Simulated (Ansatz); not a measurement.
NbN: response to strain

The parent structure is NbN in the rock salt structure (space group Fm-3m, No. 225; a = 4.380 Å). Axes: x, y, z lie along the cube axes.

Strains are applied to the cell and any free atomic positions relax.

Method: PBEsol (Ansatz, an electronic-structure program; PAW; 420 eV plane waves; no spin-orbit coupling).

Notes on the quantities. energy relative to the base: free energy F.

| variant | volume per atom | pressure | space group | energy relative to the base |
|---|---|---|---|---|
| base | 10.50 Å³ | 0.0 GPa | Fm-3m (No. 225) | 0 meV/atom |
| isotropic strain −1.88 % | 9.92 Å³ | (withheld) | Fm-3m (No. 225) | (withheld) |
| isotropic strain +2.80 % | 11.41 Å³ | -23.0 GPa | Fm-3m (No. 225) | +70 meV/atom |
| uniaxial strain ε_xx = +1.04 % | 10.61 Å³ | -3.3 GPa | I4/mmm (No. 139) | +2.4 meV/atom |
| uniaxial strain ε_zz = +3.28 % | 10.85 Å³ | -9.3 GPa | I4/mmm (No. 139) | +22 meV/atom |

Q: Fill in the withheld entries from the trend.

A: 
- isotropic strain −1.88 %, pressure: 21.5 GPa
- isotropic strain −1.88 %, energy relative to the base: +37 meV/atom

Without a gap, meshes like the base's 18×18×18 leave anisotropic stresses uncertain by several tenths of a GPa, and small strain energies with them. Whether these cells are dynamically stable was not tested. The final runs are not spin-polarised.
